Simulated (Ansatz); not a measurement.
```xyz
1
Lattice="0.0000 1.9695 1.9695 1.9695 0.0000 1.9695 1.9695 1.9695 0.0000" Properties=species:S:1:pos:R:3 pbc="T T T"
Al     0.0000     0.0000     0.0000
```

The numbers are results of PBEsol, DFPT electron-phonon coupling, linearised Boltzmann equation (plane waves, PAW, scalar-relativistic; Ansatz, an electronic-structure program), not measurements. Condition of this run: hydrostatic pressure 5 GPa (the target of the relaxation). How the cell was made: relaxed with this functional, without spin-orbit coupling, then loaded as said.

Estimate the phonon-limited resistivity at 300 K, by direction if it differs.

1.95 μΩ·cm.

How long is the mean free path there?

28 nm, weighted by the current that each state carries. Wires not much wider than this gain resistivity from their walls.

A metal at this level (no band gap). Only scattering by harmonic phonons is included (no impurities, grain boundaries, electron-electron scattering or thermal expansion). Spin-orbit coupling is left out. The run warned that the eigensolver left some states short of its tolerance. Halving the electron mesh (36x36x36) moves the resistivity by up to 5 % at 300 K, the mean free path by up to 4 %. Smearing 0.20 eV; phonons on a 6x6x6 q mesh, which this run doesn't test.
